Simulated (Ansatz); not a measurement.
Take NiF2 in the fluorite structure (space group Fm-3m, No. 225; a = 4.9315 Å; ferromagnetic; a hypothetical phase, not in the database extracts checked; relaxed with 0.1 eV smearing) as the base.

Method: PBEsol in Ansatz (plane waves to 420 eV, PAW, no spin-orbit coupling).

Base values:

```
Quantity                    Result
-------------------  -------------
Pressure                   0.0 GPa
Magnetic state       ferromagnetic
Largest site moment        1.65 μB
Band gap                      zero
```

Modification: an isotropic linear strain of +0.93 %, atoms relaxed at fixed cell.

Question: What happens to the energy relative to the base, pressure, magnetic state, largest site moment and band gap?

Answer: The energy rises by 3.3 meV/atom; the pressure goes from zero to -3.6 GPa; the magnetic state stays ferromagnetic; the largest site moment hardly moves (1.65 μB against 1.66 μB); the band gap remains zero.

Stability against distortions was not tested. No Hubbard U is applied and the magnetic state is the run's own (NiF2 ferromagnetic); small cells can't hold the antiferromagnetic order that many such compounds have, so gaps and moments can be off.

Ansatz is a first-principles code.
